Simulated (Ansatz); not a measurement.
A computed series for Al5W: pressure series

Base system: Al5W (space group P6_322, No. 182; a = 4.8763 Å, c = 8.8266 Å; a cell from a computed database, its experimental status unchecked).

Cell and atoms are relaxed at each pressure.

Computed with PBEsol (Ansatz, a program for electronic structure; PAW; 420 eV plane waves; scalar-relativistic without spin-orbit coupling).

Two rows of this table had their results exchanged by mistake.

| pressure | volume per atom (Å³) | shortest distance (Å) | band gap |
|---|---|---|---|
| pressure −2 GPa | 15.39 | 2.746 | zero |
| pressure −1 GPa | 15.07 | 2.729 | zero |
| pressure 0.3 GPa | 15.11 | 2.732 | zero |
| pressure 0.7 GPa | 15.26 | 2.740 | zero |
| pressure 1.5 GPa | 14.98 | 2.725 | zero |
| pressure 3 GPa | 14.82 | 2.716 | zero |
| pressure 5 GPa | 14.63 | 2.705 | zero |
| pressure 7.5 GPa | 14.40 | 2.692 | zero |
| pressure 10 GPa | 14.18 | 2.680 | zero |

**Question.** Which two?

**Answer.** The rows for pressure −1 GPa and pressure 0.7 GPa: the volume has to fall steadily with pressure, so 15.26 Å³ belongs to pressure −1 GPa and 15.07 Å³ to pressure 0.7 GPa.

Load acts through the strain it causes; cell and atoms are relaxed under it. No phonon test of stability was made. Competing high-pressure phases were not computed. All final runs are without spin polarisation.
